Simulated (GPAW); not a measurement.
Worked example: self-consistent single point of Cu2As (P4/nmm, 6 atoms in the cell) in GPAW

Method: PBEsol, GPAW PAW datasets PBEsol (made by gpaw-setup) (plane waves; GPAW).

Input:

```python
from ase import Atoms
from ase.units import GPa
from gpaw import GPAW

atoms = Atoms(['Cu', 'Cu', 'Cu', 'Cu', 'As', 'As'],
              cell=[[3.736589, 0.000000, 0.000000],
                    [0.000000, 3.736589, 0.000000],
                    [0.000000, 0.000000, 5.821762]],
              scaled_positions=[[0.500000, 0.500000, 0.000000],
                                [0.000000, 0.000000, 0.000000],
                                [0.500000, 0.000000, 0.299960],
                                [0.000000, 0.500000, 0.700040],
                                [0.500000, 0.000000, 0.713010],
                                [0.000000, 0.500000, 0.286990]],
              pbc=True)

calc = GPAW(mode={'name': 'pw', 'ecut': 800},
            xc='PBEsol',
            kpts=(7, 7, 5),
            occupations={'name': 'fermi-dirac', 'width': 0.1},
            nbands=-10,
            symmetry={'symmorphic': False, 'tolerance': 0.0005},
            maxiter=120)

atoms.calc = calc

energy = atoms.get_potential_energy()
print('Energy (eV):', round(energy, 6))
forces = atoms.get_forces()
print('Forces (eV/Ang):')
print(forces.round(5))
stress = atoms.get_stress()
print('Stress (GPa, Voigt):', (stress / GPa).round(4))
```

Output, abridged:

```
Input parameters:
  kpts: [7 7 5]
  maxiter: 120
  mode: {ecut: 800,
         name: pw}
  nbands: -10
  occupations: {name: fermi-dirac,
                width: 0.1}
  symmetry: {symmorphic: False,
             tolerance: 0.0005}
  xc: PBEsol

species:
  Cu:
    name: Copper
    Z: 29.0
    valence: 11
    core: 18
    charge: 0.0
    file: Cu.PBEsol.gz

    # Using partial waves for Cu as LCAO basis

  As:
    name: Arsenic
    Z: 33.0
    valence: 5
    core: 28
    charge: 0.0
    file: As.PBEsol.gz

    # Using partial waves for As as LCAO basis

Reference energy: -302856.808118  # eV

Spin-paired calculation

Convergence criteria:
 Maximum [total energy] change in last 3 cyles: 0.0005 eV / valence electron
 Maximum integral of absolute [dens]ity change: 0.0001 electrons / valence electron
 Maximum integral of absolute [eigenst]ate change: 4e-08 eV^2 / valence electron
 Maximum number of scf [iter]ations: 120

Symmetries present (total): 16
Symmetries with fractional translations: 8
245 k-points: 7 x 7 x 5 Monkhorst-Pack grid
30 k-points in the irreducible part of the Brillouin zone
       k-points in crystal coordinates                weights
   0:     0.00000000    0.00000000    0.00000000          1/245
   1:     0.00000000    0.00000000    0.20000000          2/245
   2:     0.00000000    0.00000000    0.40000000          2/245
   [... 7 lines left out ...]
          ...
  29:     0.42857143    0.42857143    0.40000000          8/245

Wave functions: Plane wave expansion
  Cutoff energy: 800.000 eV
  Number of coefficients (min, max): 4139, 4215
  Pulay-stress correction: 0.000000 eV/Ang^3 (de/decut=0.000000)

Occupation numbers: Fermi-Dirac:
  width: 0.1000  # eV

Eigensolver

Densities:
  Coarse grid: 28*28*40 grid
  Fine grid: 56*56*80 grid
  Total Charge: 0.000000

Density mixing:
  Method: separate
  Backend: pulay
  Linear mixing parameter: 0.05
  old densities: 5
  Damping of long wavelength oscillations: 50

Hamiltonian:
  XC and Coulomb potentials evaluated on a 56*56*80 grid
  External potential:
    NoExternalPotential

XC parameters: PBEsol with 2 nearest neighbor stencil

Number of atoms: 6
Number of atomic orbitals: 44
Number of bands in calculation: 37
Number of valence electrons: 54
Bands to converge: occupied

Density initialized from atomic densities
  37 bands from LCAO basis set

Atomic positions and initial magnetic moments

Positions:
   0 Cu     1.868294    1.868294    0.000000    ( 0.0000,  0.0000,  0.0000)
   1 Cu     0.000000    0.000000    0.000000    ( 0.0000,  0.0000,  0.0000)
   2 Cu     1.868294    0.000000    1.746296    ( 0.0000,  0.0000,  0.0000)
   3 Cu     0.000000    1.868294    4.075466    ( 0.0000,  0.0000,  0.0000)
   4 As     1.868294    0.000000    4.150975    ( 0.0000,  0.0000,  0.0000)
   5 As     0.000000    1.868294    1.670787    ( 0.0000,  0.0000,  0.0000)

Unit cell:
           periodic     x           y           z      points  spacing
  1. axis:    yes    3.736589    0.000000    0.000000    28     0.1334
  2. axis:    yes    0.000000    3.736589    0.000000    28     0.1334
  3. axis:    yes    0.000000    0.000000    5.821762    40     0.1455

  Lengths:   3.736589   3.736589   5.821762
  Angles:   90.000000  90.000000  90.000000

Effective grid spacing dv^(1/3) = 0.1374

     iter     time        total  log10-change:
                         energy   eigst   dens
iter:   1 --:--:--   -31.690685
iter:   2 --:--:--   -29.764376   -1.81  -1.21
iter:   3 --:--:--   -27.394985   -0.67  -1.29
iter:   4 --:--:--   -27.403051   -2.35  -1.59
iter:   5 --:--:--   -27.301035   -1.89  -1.62
iter:   6 --:--:--   -27.547090   -1.50  -1.97
iter:   7 --:--:--   -27.319164   -2.35  -1.86
iter:   8 --:--:--   -27.220035   -2.36  -2.16
iter:   9 --:--:--   -27.211959   -2.85  -2.81
iter:  10 --:--:--   -27.210569c  -4.64  -3.14
iter:  11 --:--:--   -27.209156c  -4.11  -3.19
iter:  12 --:--:--   -27.209281c  -5.33  -3.33
iter:  13 --:--:--   -27.209195c  -6.03  -3.40
iter:  14 --:--:--   -27.209135c  -5.21  -3.43
iter:  15 --:--:--   -27.209166c  -5.77  -3.58
iter:  16 --:--:--   -27.209165c  -6.52  -3.65
iter:  17 --:--:--   -27.209297c  -5.05  -3.68
iter:  18 --:--:--   -27.209162c  -5.20  -3.97
iter:  19 --:--:--   -27.209151c  -6.46  -4.26c
iter:  20 --:--:--   -27.209151c  -7.95c -4.38c

Converged after 20 iterations.

Dipole moment: (-0.000000, -0.000000, -0.000000) |e|*Ang

Energy contributions relative to reference atoms: (reference = -302856.808118)

Kinetic:        -23.767977
Potential:      +17.623152
External:        +0.000000
XC:             -21.344001
Entropy (-ST):   -0.067651
Local:           +0.313501
SIC:             +0.000000
--------------------------
Free energy:    -27.242976
Extrapolated:   -27.209151

Showing only first 2 kpts
 Kpt  Band  Eigenvalues  Occupancy
  0    25      8.05039    1.99887
  0    26      9.72582    0.00019
  0    27      9.73826    0.00016
  0    28      9.73826    0.00016

  1    25      7.85093    1.99985
  1    26      9.42611    0.00373
  1    27      9.42611    0.00373
  1    28     10.03046    0.00001

Fermi level: 8.79777

No gap
No difference between direct/indirect transitions
Energy (eV): -27.209151

Forces in eV/Ang:
  0 Cu    0.00000    0.00000    0.00000
  1 Cu   -0.00000    0.00000    0.00000
  2 Cu    0.00000    0.00000    0.04877
  3 Cu   -0.00000    0.00000   -0.04877
  4 As    0.00000    0.00000   -0.24641
  5 As    0.00000    0.00000    0.24641

Stress tensor:
    -0.016039     0.000000    -0.000000
     0.000000    -0.016039     0.000000
    -0.000000     0.000000    -0.016598
Stress (GPa, Voigt): [-2.5698 -2.5698 -2.6593  0.     -0.      0.    ]
```

The run converged in 20 iterations. GPAW prints stress with tension positive.

The starting cell comes from a database of computed structures (which also holds hypothetical and non-ambient phases and stackings), without a prior relaxation at this level. Its lattice was rescaled by a random factor within 2.5 % of one. Spin polarisation is off. The run gives no clean gap (levels at the Fermi energy touch, overlap or are partly filled at this smearing), which alone does not show that the compound is a metal.

Cost on one core of a shared machine: roughly 2 min.
